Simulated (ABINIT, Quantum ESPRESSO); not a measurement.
A Quantum ESPRESSO input for a self-consistent single point of InPd (Pm-3m, 2 atoms in the cell) (DFT, PBE, plane waves, PSlibrary ultrasoft (PBE) pseudopotentials):

```fortran
&control
 calculation = 'scf'
 prefix = 'InPd'
 outdir = './work'
 pseudo_dir = './'
 tprnfor = .true.
 tstress = .true.
/
&system
 ibrav = 1
 A = 3.2980550000
 nat = 2
 ntyp = 2
 ecutwfc = 50
 ecutrho = 600
 occupations = 'smearing'
 smearing = 'gauss'
 degauss = 0.0147
/
&electrons
 conv_thr = 1.0d-10
 mixing_beta = 0.7
/
ATOMIC_SPECIES
In   114.8180  In.pbe-dn-rrkjus_psl.1.0.0.UPF
Pd   106.4200  Pd.pbe-n-rrkjus_psl.1.0.0.UPF
ATOMIC_POSITIONS crystal
In    0.0000000000    0.0000000000    0.0000000000
Pd    0.5000000000    0.5000000000    0.5000000000
K_POINTS automatic
13 13 13  0 0 0
```

Q: Translate this input to ABINIT.

A: One input that does it (others would too):

```
# InPd, JTH v2.0 PBE PAW
pp_dirpath "./"
pseudos "In.GGA_PBE-JTH.xml, Pd.GGA_PBE-JTH.xml"
acell 3*1.0
rprim
         6.2324206940    0.0000000000    0.0000000000
         0.0000000000    6.2324206940    0.0000000000
         0.0000000000    0.0000000000    6.2324206940
natom 2
ntypat 2
znucl 49 46
typat 1 2
xcart
         0.0000000000    0.0000000000    0.0000000000
         3.1162103470    3.1162103470    3.1162103470
ecut 48 Ry
pawecutdg 96 Ry
pawxcdev 0
ixc 11
occopt 7
tsmear 0.2 eV
nband 22
kptopt 1
ngkpt 13 13 13
nshiftk 1
shiftk 0 0 0
nstep 50
tolvrs 1.0e-11
prtwf 0
prtden 0
enunit 2
```

Basis, cutoffs, solver keys and any potentials are the target program's own. This input uses DFT, PBE, plane waves, PAW (JTH v2.0 PBE PAW). Both were run: pressure -0.15 GPa in Quantum ESPRESSO and 0.71 in ABINIT.

On ABINIT: the starting cell comes from a database of computed structures (which also holds hypothetical and non-ambient phases and stackings), without a prior relaxation at this level. Its lattice was rescaled by a random factor within 2.5 % of one. Spin polarisation is off.

On Quantum ESPRESSO: the starting cell comes from a database of computed structures (which also holds hypothetical and non-ambient phases and stackings), without a prior relaxation at this level. Its lattice was rescaled by a random factor within 2.5 % of one. Spin polarisation is off.
